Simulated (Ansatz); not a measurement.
The band gap in a series of structures.

Cell A: MgS (rock salt, Fm-3m), 2 atoms in the cell, k-point mesh 12×12×12 on the run's own vectors.
```
MgS
1.0
    0.00000     2.61485     2.61485
    2.61485     0.00000     2.61485
    2.61485     2.61485     0.00000
Mg S
1 1
Direct
  0.00000   0.00000   0.00000
  0.50000   0.50000   0.50000
```

Cell B: CaS (rock salt, Fm-3m), 2 atoms in the cell, k-point mesh 10×10×10 on the run's own vectors.
```
CaS
1.0
    0.00000     2.85589     2.85589
    2.85589     0.00000     2.85589
    2.85589     2.85589     0.00000
Ca S
1 1
Direct
  0.00000   0.00000   0.00000
  0.50000   0.50000   0.50000
```

Computed with Ansatz (plane waves, PAW), its default PAW set, cutoff 420 eV. The structures are at rest with PBE. Neutral cells; Fermi-Dirac smearing of at most 0.05 eV in the solids, energies taken to zero width. A dispersion term ran beside these levels; it doesn't touch the electrons. Gaps are highest filled to lowest empty Kohn-Sham level on the run's k-point mesh, states of defects and surfaces included; edges off the mesh make the true gap smaller, and under 0.08 eV counts as none.

**Question.** What does PBE give for the band gap of each cell (eV)?

**Answer.** 
```json
[
 {"system": "A", "PBE": "2.76 (indirect)"},
 {"system": "B", "PBE": "2.38 (indirect)"}
]
```

With PBE the value of A exceeds that of B by 0.38 eV.

Ansatz is a first-principles code.
